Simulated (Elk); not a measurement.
# Worked example: self-consistent single point of Hf (P6_3/mmc, 2 atoms in the cell) in Elk

Method: PBE, all-electron FP-LAPW, Elk's shipped species files, APW+lo basis with extra local orbitals (Elk).

Input as run:

```
tasks
  0

xctype
  20

rgkmax
  7.5

gmaxvr
  16.0

nxlo
  2

lorbcnd
  .true.

lmaxi
  2

stype
  0

swidth
  0.00499791

avec
    6.0852089557    0.0000000426    0.0000000000
   -3.0426045147    5.2699455217    0.0000000000
    0.0000000000    0.0000000000    9.6166877468

atoms
  1   : nspecies
  'Hf.in'   : spfname
  2   : natoms; atposl, bfcmt below
  0.3333333333  0.6666666667  0.2500000000    0.0 0.0 0.0
  0.6666666667  0.3333333333  0.7500000000    0.0 0.0 0.0

ngridk
  16 16 9
```

Log, with long lists cut:

```
│ Elk code version 10.2.4 │

All units are atomic (Hartree, Bohr, etc.)

│ Ground-state run starting from atomic densities │

Lattice vectors :
   6.085208956      0.4260000000E-07   0.000000000
  -3.042604515       5.269945522       0.000000000
   0.000000000       0.000000000       9.616687747

Unit cell volume      :    308.3948649
Brillouin zone volume :   0.8043266658

Muffin-tin inner radius fraction :   0.1000000000E-01

Nuclei treated as point charges

Species :    1 (Hf)
 parameters loaded from : Hf.in
 name : hafnium
 nuclear charge    :   -72.00000000
 electronic charge :    72.00000000
 atomic mass :    325367.3656
 muffin-tin radius :    2.800000000
 number of radial points in muffin-tin :    697
 atomic positions (lattice), magnetic fields (Cartesian) :
   1 :   0.33333333  0.16666667  0.25000000    0.00000000  0.00000000  0.00000000
   2 :  -0.33333333 -0.16666667 -0.25000000    0.00000000  0.00000000  0.00000000

Total number of atoms per unit cell :    2

Spin treatment :
 spin-unpolarised

Number of Bravais lattice symmetries :   24
Number of crystal symmetries         :   24
Crystal has inversion symmetry
Real symmetric eigensolver will be used

k-point grid :     16    16     9
k-point offset :    0.000000000       0.000000000       0.000000000
k-point set is reduced with full crystal symmetry group
Total number of k-points :      150

Muffin-tin radius times maximum |G+k| :    7.500000000
 using average radius
Maximum |G+k| for APW functions       :    2.678571429
Maximum (1/2)|G+k|²                   :    3.587372449
Maximum |G| for potential and density :    16.00000000
 potential will be trimmed for |G| > 2 gkmax
Constant for pseudocharge density :   11
Radial integration step length :    4

G-vector grid sizes :     32    32    49
Number of G-vectors :    21385

Maximum angular momentum used for
 APW functions                      :    8
 outer part of muffin-tin           :    6
 inner part of muffin-tin           :    2

Total nuclear charge    :   -144.0000000
Total core charge       :    92.00000000
Total valence charge    :    52.00000000
Total excess charge     :    0.000000000
Total electronic charge :    144.0000000

Effective Wigner radius, rₛ :   0.7996231253

Number of empty states         :    8
Total number of valence states :   34
Total number of core states    :   92

Conduction state local-orbitals added automatically
Total number of local-orbitals :  192

Exchange-correlation functional :     20     0     0
 Perdew-Burke-Ernzerhof, Phys. Rev. Lett. 77, 3865 (1996)
 gradient requirement :    1
 generalised gradient approximation (GGA)

Smearing type :    0
 Gaussian
Smearing width :   0.4997910000E-02
Effective electronic temperature (K) :    1578.215154

Mixing type :    3
 Broyden mixing, J. Phys. A: Math. Gen. 17, L317 (1984)

Kohn-Sham potential initialised from atomic data

│ Self-consistent loop started │
│ Loop number : 1 │
 total energy                :     -30191.1974111
│ Loop number : 2 │
 total energy                :     -30191.6558341
RMS change in Kohn-Sham potential (target) :   0.1519255682     (  0.1000000000E-05)
Absolute change in total energy (target)   :   0.4584230118     (  0.1000000000E-03)
│ Loop number : 3 │
 total energy                :     -30192.1367901
RMS change in Kohn-Sham potential (target) :   0.1452098527     (  0.1000000000E-05)
Absolute change in total energy (target)   :   0.5955617479     (  0.1000000000E-03)
│ Loop number : 4 │
 total energy                :     -30193.1613897
RMS change in Kohn-Sham potential (target) :   0.1083609116     (  0.1000000000E-05)
Absolute change in total energy (target)   :    1.173490045     (  0.1000000000E-03)
│ Loop number : 5 │
 total energy                :     -30194.7617798
RMS change in Kohn-Sham potential (target) :   0.4552700740E-01 (  0.1000000000E-05)
Absolute change in total energy (target)   :    1.893762585     (  0.1000000000E-03)
│ Loop number : 6 │
 total energy                :     -30195.6066158
RMS change in Kohn-Sham potential (target) :   0.1315682993E-01 (  0.1000000000E-05)
Absolute change in total energy (target)   :    1.318276629     (  0.1000000000E-03)
│ Loop number : 7 │
 total energy                :     -30195.9582251
RMS change in Kohn-Sham potential (target) :   0.2269388039E-03 (  0.1000000000E-05)
Absolute change in total energy (target)   :   0.6811784200     (  0.1000000000E-03)
│ Loop number : 8 │
 total energy                :     -30195.9339281
RMS change in Kohn-Sham potential (target) :   0.2196128488E-03 (  0.1000000000E-05)
Absolute change in total energy (target)   :   0.1459975966     (  0.1000000000E-03)
│ Loop number : 9 │
 total energy                :     -30195.9136022
RMS change in Kohn-Sham potential (target) :   0.1036290808E-03 (  0.1000000000E-05)
Absolute change in total energy (target)   :   0.1617352863E-01 (  0.1000000000E-03)
│ Loop number : 10 │
 total energy                :     -30195.8911174
RMS change in Kohn-Sham potential (target) :   0.5903170819E-04 (  0.1000000000E-05)
Absolute change in total energy (target)   :   0.1844139227E-01 (  0.1000000000E-03)
│ Loop number : 11 │
 total energy                :     -30195.8942644
RMS change in Kohn-Sham potential (target) :   0.1752695721E-04 (  0.1000000000E-05)
Absolute change in total energy (target)   :   0.1463309705E-02 (  0.1000000000E-03)
│ Loop number : 12 │
 total energy                :     -30195.8953041
RMS change in Kohn-Sham potential (target) :   0.5544966909E-05 (  0.1000000000E-05)
Absolute change in total energy (target)   :   0.6737957265E-03 (  0.1000000000E-03)
│ Loop number : 13 │
 total energy                :     -30195.8954702
RMS change in Kohn-Sham potential (target) :   0.1463318692E-05 (  0.1000000000E-05)
Absolute change in total energy (target)   :   0.3345829609E-03 (  0.1000000000E-03)
│ Loop number : 14 │
 total energy                :     -30195.8954691
RMS change in Kohn-Sham potential (target) :   0.1561477826E-06 (  0.1000000000E-05)
Absolute change in total energy (target)   :   0.8255136345E-04 (  0.1000000000E-03)
Convergence targets achieved

│ Loop number : 15 │

Energies :
 Fermi                       :     0.325618963256
 sum of eigenvalues          :     -18467.2203222
 electron kinetic            :      33777.4896269
 core electron kinetic       :      32699.0396561
 Coulomb                     :     -63353.3551486
 Coulomb potential           :     -51433.8756241
 nuclear-nuclear             :     -2197.14338230
 electron-nuclear            :     -70878.5479084
 Hartree                     :      9722.33614213
 Madelung                    :     -37636.4173365
 xc potential                :     -810.834324908
 exchange                    :     -611.421176893
 correlation                 :     -8.60877771354
 total energy                :     -30195.8954763

Density of states at Fermi energy :    41.70403540
 (states/Hartree/unit cell)

Estimated indirect band gap :   0.7492752853E-03
 from k-point    119 to k-point     41
Estimated direct band gap   :   0.7112360421E-02
 at k-point    145

Charges :
 core                        :    92.00000000
 valence                     :    52.00000000
 interstitial                :    3.213440832
 muffin-tins (core leakage)
  species :    1 (Hf)
   atom    1                 :    70.39327958     (  0.3299765439E-06)
   atom    2                 :    70.39327958     (  0.3299765439E-06)
 total in muffin-tins        :    140.7865592
 total calculated charge     :    143.9912972
 total charge                :    144.0000000
 error                       :   0.8702776852E-02

│ Self-consistent loop stopped │
```

The run converged in 15 iterations. The count includes the last loop, which Elk runs after its targets are met.

The starting cell comes from a database of computed structures (which also holds hypothetical and non-ambient phases and stackings), without a prior relaxation at this level. Its lattice was rescaled by a random factor within 2.5 % of one. Spin-orbit coupling is off. Values depend on the basis (sphere radii, cutoffs, local orbitals), which need not be converged. The log's line on a gap gives a spacing of levels on this mesh, which the program prints for metals too.

Cost on one core of a shared machine: roughly 30 s.
